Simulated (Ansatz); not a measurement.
Start from Os in the hcp (Mg type) structure (space group P6_3/mmc, No. 194; relaxed with 0.1 eV smearing).

```
CELL_PARAMETERS angstrom
      2.72903     0.00000     0.00000
     -1.36451     2.36341     0.00000
      0.00000     0.00000     4.30906
ATOMIC_POSITIONS crystal
  Os 0.66667 0.33333 0.75000
  Os 0.33333 0.66667 0.25000
```

Cartesian axes are those of the cell as printed.

Method: PBEsol (Ansatz, a quantum-chemistry and plane-wave program; PAW; 420 eV plane waves; no spin-orbit coupling).

Before the change:

The volume per atom comes out as 13.90 Å³. The band gap comes out as zero.

The change: biaxial strain −3.00 %, plane normal [001], relaxed out of plane (Cartesian); in-plane vectors clamped, the third vector and the atoms free.

### Question
What happens to the volume per atom, in-plane stress and band gap?

### Answer
The volume per atom shrinks by 0.61 Å³ to 13.29 Å³; the mean in-plane stress (compression positive) amounts to +32.5 GPa; the band gap is still zero.

Stability against distortions was not tested. All final runs are without spin polarisation.
